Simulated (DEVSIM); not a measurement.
Structure: abrupt Si n-p junction, at 300 K.

| layer (left to right) | material | thickness (μm) | Nd (cm⁻³) | Na (cm⁻³) | τn (s) | τp (s) |
|---|---|---|---|---|---|---|
| 1 | Si | 4.90 | 4.4e17 | - | 0.00071 | 0.00071 |
| 2 | Si | 19.0 | - | 3.4e16 | 0.00071 | 0.00071 |

Left contact: ohmic. Right contact: ohmic. Voltage is applied to the left contact. Recombination: SRH at mid-gap. Mobility is μmin + (μ − μmin)/(1 + (N/Nref)^α).

This is a model device: material constants are rounded textbook-type values typed into the input, and sizes, dopings and lifetimes were drawn at random. Values at 300 K.

| parameter | Si |
|---|---|
| gap (eV) | 1.124 |
| affinity (eV) | 4.05 |
| permittivity | 11.7 |
| Nc (cm⁻³) | 2.86e19 |
| Nv (cm⁻³) | 3.1e19 |
| μn (cm²/Vs) | 1417 |
| μp (cm²/Vs) | 470 |
| μn,min | 52 |
| μp,min | 45 |
| Nref,n | 9.7e16 |
| Nref,p | 2.2e17 |
| αn | 0.68 |
| αp | 0.72 |

DEVSIM, 1D drift-diffusion, Boltzmann statistics, complete ionisation; no tunnelling, impact ionisation, image-force lowering or self-heating.

Task: Tabulate band edges, carrier densities and field at zero bias.

Result: Energies count from the Fermi level of the right contact; mesh points crowd at the junctions.

| x (μm) | Ec (eV) | Ev (eV) | n (cm⁻³) | p (cm⁻³) | field (V/cm) |
|---|---|---|---|---|---|
| 0.000 | 0.108 | -1.016 | 4.4e17 | 260 | ≈ 0 |
| 0.03718 | 0.108 | -1.016 | 4.4e17 | 260 | ≈ 0 |
| 0.1314 | 0.108 | -1.016 | 4.4e17 | 260 | ≈ 0 |
| 0.3543 | 0.108 | -1.016 | 4.4e17 | 260 | ≈ 0 |
| 1.301 | 0.108 | -1.016 | 4.4e17 | 260 | ≈ 0 |
| 3.060 | 0.108 | -1.016 | 4.4e17 | 260 | ≈ 0 |
| 4.158 | 0.108 | -1.016 | 4.4e17 | 260 | ≈ 0 |
| 4.705 | 0.108 | -1.016 | 4.4e17 | 260 | ≈ 0 |
| 4.834 | 0.108 | -1.016 | 4.4e17 | 260 | ≈ 0 |
| 4.889 | 0.128 | -0.996 | 2.0e17 | 580 | 29000 |
| 4.917 | 0.332 | -0.792 | 7.5e13 | 1500000 | 79000 |
| 5.014 | 0.851 | -0.273 | 150000 | 8.0e14 | 27000 |
| 5.229 | 0.948 | -0.176 | 3400 | 3.4e16 | ≈ 0 |
| 5.778 | 0.948 | -0.176 | 3400 | 3.4e16 | ≈ 0 |
| 7.935 | 0.948 | -0.176 | 3400 | 3.4e16 | ≈ 0 |
| 12.68 | 0.948 | -0.176 | 3400 | 3.4e16 | ≈ 0 |
| 19.35 | 0.948 | -0.176 | 3400 | 3.4e16 | ≈ 0 |
| 22.13 | 0.948 | -0.176 | 3400 | 3.4e16 | ≈ 0 |
| 23.39 | 0.948 | -0.176 | 3400 | 3.4e16 | ≈ 0 |
| 23.72 | 0.948 | -0.176 | 3400 | 3.4e16 | ≈ 0 |
| 23.84 | 0.948 | -0.176 | 3400 | 3.4e16 | ≈ 0 |
| 23.90 | 0.948 | -0.176 | 3400 | 3.4e16 | ≈ 0 |
